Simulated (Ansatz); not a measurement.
Base system: AlN in the zinc blende structure (space group F-43m, No. 216; a = 4.370 Å).

All numbers come from r2SCAN (Ansatz, an electronic-structure program, PAW, spin-orbit coupling left out).

Before the change:

The gap character is indirect, Γ → X and the pressure comes out as 0.01 GPa.

It is then changed as follows: the cell is scaled by 0.9850 in all directions; the atoms relax in the strained cell.

Estimate the effect on the mean gap deformation potential ΔEg/Δln V, gap character and pressure.

The mean gap deformation potential ΔEg/Δln V comes out as -0.8 eV; the gap character remains indirect, Γ → X; the pressure goes up by 10.40 GPa (0.01 GPa → 10.41 GPa).

No phonon test of stability was made. This is not the structure that AlN has at room temperature and ambient pressure.
